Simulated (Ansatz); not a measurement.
Base system: AgCl in the rock salt structure (space group Fm-3m, No. 225).

Space group Fm-3m (No. 225); a = b = c = 5.6115 Å, α = β = γ = 90.00°

```
atom  site  symmetry       x       y       z
----  ----  --------  ------  ------  ------
Ag      4a      m-3m  0.0000  0.0000  0.0000
Cl      4b      m-3m  0.5000  0.5000  0.5000
```
(The calculation used a cell of 2 atoms; values per cell refer to that cell.)

Method: PBE (Ansatz, an electronic-structure program; PAW; 420 eV plane waves; no SOC).

Strains are applied to the cell and any free atomic positions relax.

One change was made to it. Results:

```csv
quantity,base,after
smallest direct gap,2.88 eV,3.08 eV
band gap,0.92 eV,0.91 eV
```

Problem. Which change produced these results?
A. isotropic strain −1.00 %
B. isotropic strain +1.00 %
C. isotropic strain −1.50 %
D. isotropic strain −2.00 %

Solution. D, isotropic strain −2.00 %. For comparison, the smallest direct gap in the other runs: isotropic strain −1.50 % gives 3.02 eV; isotropic strain −1.00 % gives 2.98 eV; isotropic strain +1.00 % gives 2.80 eV.

Stability against distortions was not tested.
